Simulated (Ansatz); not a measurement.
For YAu$_{2}$ (I4/mmm), PBEsol, DFPT electron-phonon coupling, linearised Boltzmann equation (Ansatz, a program for electronic structure) gives a transport coupling λ_tr = 0.191 and a Drude plasma energy ħω_p = 4.89 eV along z (a = (-1.84, 1.84, 4.47) Å; b = (1.84, -1.84, 4.47) Å; c = (1.84, 1.84, -4.47) Å).

Question: Estimate the resistivity at 300 K from the high-temperature formula ρ = 2π λ_tr k_B T / (ħ ε₀ ω_p²), and say how the full Boltzmann solution compares.

Answer: The scattering rate is 1/τ = 2π λ_tr k_B T/ħ = 4.71e13 s⁻¹ and ω_p = 7.43e15 s⁻¹, so ρ ≈ 9.65 μΩ·cm. The Boltzmann solution gives 9.16 μΩ·cm, 0.95 times the estimate.

A metal at this level (no band gap). Only scattering by harmonic phonons is included (no impurities, grain boundaries, electron-electron scattering or thermal expansion). Spin-orbit coupling is left out, which matters with elements this heavy. Halving the electron mesh (24x24x24) moves the resistivity by up to 2 % at 300 K, the coupling by up to 2 %. Smearing 0.20 eV; phonons on a 5x5x5 q mesh, which this run doesn't test.

Computed structure with no diffraction record at hand here (it may be known, metastable or hypothetical): YAu2 (I4/mmm).
